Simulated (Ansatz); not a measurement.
Base system: InAs in the zinc blende structure (space group F-43m, No. 216; a = 6.0261 Å). Axes: x, y, z lie along the cube axes.

Computed with LDA (Ansatz, an electronic-structure program; PAW; 420 eV plane waves; no spin-orbit coupling).

One thing is altered: every lattice vector is shortened by 2.00 %, atoms relaxed at fixed cell.

Problem. Predict the stress tensor and what it implies for the stiffness.

Solution. Stress of the strained cell less that of the base (GPa, compression positive):
```
    4.2     0.0     0.0
    0.0     4.2     0.0
    0.0     0.0     4.2
```

Then B = −ΔP/(ΔV/V₀) with ΔV/V₀ = -0.0588 gives secant stiffness values (nonlinear terms included at this strain): B ≈ 72 GPa.

As a check, the harmonic strain energy −½ V₀ Δσ:ε is 22 meV/atom; the computed energy rise is 20 meV/atom.

The mesh was chosen for an insulator and is coarse for the gapless case. Whether these cells are dynamically stable was not tested. All final runs are without spin polarisation.
